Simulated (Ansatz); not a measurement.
BeS, pressure series

Start from BeS in the zinc blende structure (space group F-43m, No. 216).

BeS is taken in the cubic space group F-43m (No. 216), the zinc blende structure, Pearson symbol cF8. Cell: a = b = c = 4.7964 Å, α = β = γ = 90.00°. Be on 4a has 4 S at 2.077 Å (tetrahedral). S on 4d is surrounded by 4 Be at 2.077 Å (tetrahedral). (Neighbours: up to the widest gap in distance over summed covalent radii, below 1.35, at either atom; cation-cation and far metal-metal contacts left out.)
(The calculation used a cell of 2 atoms; values per cell refer to that cell.)

Cell and atoms are relaxed at each pressure.

All numbers come from LDA, PAW, 420 eV (Ansatz, a quantum-chemistry and plane-wave program; without spin-orbit coupling).

| pressure (GPa) | volume per atom (Å³/atom) |
|---|---|
| -2 | 14.074 |
| -1 | 13.929 |
| 0 | 13.793 |
| 0.9 | 13.672 |
| 2.1 | 13.521 |
| 9 | 12.779 |
| 15 | ? |
| 22.5 | 11.725 |
| 30 | 11.276 |

### Question
Fit the third-order Birch–Murnaghan form P(V) = (3B₀/2)[(V₀/V)^(7/3) − (V₀/V)^(5/3)]·[1 + (3/4)(B₀′ − 4)((V₀/V)^(2/3) − 1)] (squares taken in P) to the rows shown and predict the withheld row.

### Answer
Least squares on the printed values gives V₀ = 13.791 Å³/atom, B₀ = 102 GPa, B₀′ = 3.7; this predicts 12.261 Å³/atom, and the run gives 12.261 Å³/atom, in agreement.

Load acts through the strain it causes; cell and atoms are relaxed under it. No phonon test of stability was made. Competing high-pressure phases were not computed.
